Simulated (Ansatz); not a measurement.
## Ir: response to strain

Take Ir in the fcc (Cu type) structure (space group Fm-3m, No. 225; a = 3.830 Å) as the base. Axes: x, y, z lie along the cube axes.

Strains are applied to the cell and any free atomic positions relax; under biaxial strain the out-of-plane vector relaxes too.

All numbers come from plane-wave PAW DFT at the PBEsol level (Ansatz, a first-principles code, 420 eV), no spin-orbit coupling.

Candidates:
(a) biaxial strain −0.30 %, plane normal [111], relaxed out of plane
(b) isotropic strain −2.09 %
(c) strain tensor (xx, yy, zz, yz, xz, xy) = (−2.06, +2.03, −0.94, +1.46, +0.76, −0.20) %
(d) biaxial strain +0.54 %, plane normal [001], relaxed out of plane

Notes on the quantities. energy relative to the base: free energy F.

Q: Order them by energy relative to the base, highest first.

A: (b) isotropic strain −2.09 % (+73 meV/atom), (c) strain tensor (xx, yy, zz, yz, xz, xy) = (−2.06, +2.03, −0.94, +1.46, +0.76, −0.20) % (+31 meV/atom), (d) biaxial strain +0.54 %, plane normal [001], relaxed out of plane (+1.8 meV/atom), (a) biaxial strain −0.30 %, plane normal [111], relaxed out of plane (+0.7 meV/atom)

Without a gap, meshes like the base's 21×21×21 leave anisotropic stresses uncertain by several tenths of a GPa, and small strain energies with them. No phonon test of stability was made. The final runs are not spin-polarised.
